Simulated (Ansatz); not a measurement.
S on the 1x1 (110) surface of zinc-blende InP (cut with top plane In + P), one in a 2x1 cell, started at the site 'bridge In-P (span 5.2 Å)'

Host crystal: zinc-blende InP, with a band gap (PBE, scalar-relativistic without spin-orbit coupling).

All values below come from PBE (plane waves to 420 eV, PAW; Ansatz, a program for electronic structure).

Slab: 21 atoms, 8.9 Å thick at the start under the adsorbate (thin: gaps and levels are the slab's own); k 3x4x1, smearing 0.01 eV, dipole-corrected; 8 atoms held, the rest relaxed; no symmetry held; spin-polarised, no spin-orbit, no U, no dispersion correction. The starting moment vanished. At the end it is bonded to P. In PBE it is, or lies within 0.03 eV of, the lowest of the starts that converged.

adsorption energy against ⅛ S8(g): -8.5 kJ/mol
change of the step from the bottom to the top vacuum level, against the clean slab: 0.66 eV
energy released by relaxation: 1.66 eV
height of the binding atom over the mean of the host atoms within 0.3 Å of the top one: 0.970 Å
magnetic moment of the cell: 0.00 μB
nearest host atoms of the binding atom: P at 2.03 Å, In at 3.52 Å, In at 3.97 Å
largest move of a host atom: 0.24 Å
note: in the relaxation the adsorbate left its starting site by 1.3 Å
cost: about 25 core-minutes (a rough figure)

A negative adsorption energy means that the adsorbate is more stable on the surface than in its reference.
